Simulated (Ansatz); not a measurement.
Ansatz (a program for electronic structure), DFT, PBE, plane waves, its default PAW files: Al(111) slab of 8 layers, 2x2, N adatom, atoms displaced (Al32N), unrelaxed, 33 atoms. Basis and mesh were picked for this test and aren't claimed converged.

```yaml
cell: 5.73, 5.73, 37.97 Å; 90, 90, 60°
distance_to_the_nearest_atom: 2.02 to 2.84 Å
task: single point
k mesh: 6×6×1
hamiltonian.xc: pbe
kind_of_files: paw
scf.occupations.method: fermi_dirac
scf.occupations.width: 0.1 eV
scf.initial_density.chi_scale: 0.1
output.forces: true
binding of workers (--pin): off
k-point pools (--kpoint-pools): 1
memory maximum (--max-ram): 8GiB
accuracy: medium (default)
basis.precision: auto (default)
basis.xc_grid: 2 (default)
scf.eigensolver.kind: auto (default)
scf.convergence.dr2_threshold: 1e-07 (default)
scf.lower_state_search: light (default)
k-points after symmetry: 20
bands_at_the_start: 84
electrons: 101
plane waves at Γ: 21175
cutoff (eV): 420
FFT grid: 40×40×256
symmetry_operations: 1
```

Settings of this run: scf.mixing.algorithm = auto, scf.mixing.preconditioner = local_kerker; 4 threads.

```tsv
iteration	dr2 (eV)	Hψ
1	1.13e4	14415
2	8.79e4	61284
3	2.90e4	33383
4	1.56e4	25957
5	1.45e4	36246
6	2.27e3	16613
7	5.22e3	14198
8	1.87e3	12975
9	5.75e3	10653
10	3.43e1	13994
11	4.99e1	3846
12	1.09e2	4150
13	1.57e0	3990
14	4.33e0	2083
…	…	…
23	5.66e-2	1587
24	6.58e-2	1569
25	6.45e-2	1569
26	5.42e-2	1569
27	2.96e-2	1569
28	6.21e-2	1569
29	5.41e-2	1569
30	6.77e-3	1569
…	…	…
37	7.82e-4	2754
38	2.64e-5	2416
39	3.75e-6	1604
40	1.20e-6	1690
41	4.65e-6	1578
42	2.25e-7	1569
43	2.11e-7	1946
44	2.30e-9	14452
```

It converged after 44 SCF iterations.

Task: Which change of one setting makes this cycle converge in far fewer steps?

Result: Several could match; the one computed here: scf.mixing.preconditioner = auto (default) (15 SCF iterations), all else kept. The other changes of this size gave: scf.mixing.preconditioner = none (41); scf.mixing.preconditioner = kerker (56). In that run the program took: scf.mixing.algorithm MSR1, scf.mixing.preconditioner LDOS, scf.eigensolver.kind band_cg, --slots 4. The change moves the result by: energy under 0.001 meV/atom, forces (largest component) 0.27 meV/Å. Counts are of single runs.

Keys are those of Ansatz 0.2.
